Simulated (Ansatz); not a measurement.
Al_C in 4H silicon carbide (start: the C(k) site; 96-site cell, 2×2×2 shifted sampling). Level of theory: PBE, PAW (plane waves to 420 eV; Ansatz, a quantum-chemistry and plane-wave program). Total energies of the localised charge states, counted from that of charge +1, and their image corrections (point charge with alignment); the host's valence-band maximum lies at 9.364 eV on the cells' energy zero and its gap is 2.22 eV.

```tsv
charge	moment (μB)	E − E(first) (eV)	correction (eV)
+1	2.0	0.000	0.226
0	1.0	10.395	0.000
−1	not spin-polarised	20.995	0.108
```

Task: Derive the transition levels above the valence-band maximum and say which of them are thermodynamic.

Result: A level is the Fermi energy at which two charges have equal formation energy: ε(q/q′) = [E(q′) + corr(q′) − E(q) − corr(q)] / (q − q′) − E_VBM.
ε(+1/0) = [(10.395 + 0.000) − (0.000 + 0.226)] / 1 − 9.364 = 0.81 eV
ε(0/−1) = [(20.995 + 0.108) − (10.395 + 0.000)] / 1 − 9.364 = 1.34 eV
Thermodynamic levels at least 0.1 eV inside the gap: (+1/0) at 0.81 eV; (0/−1) at 1.34 eV. They hold to tenths of an eV in this cell. Only the charges listed were compared. Flagged in the runs: a host whose relaxation on this sampling wasn't shown to rest, a strain field that reaches the edge of the cell.
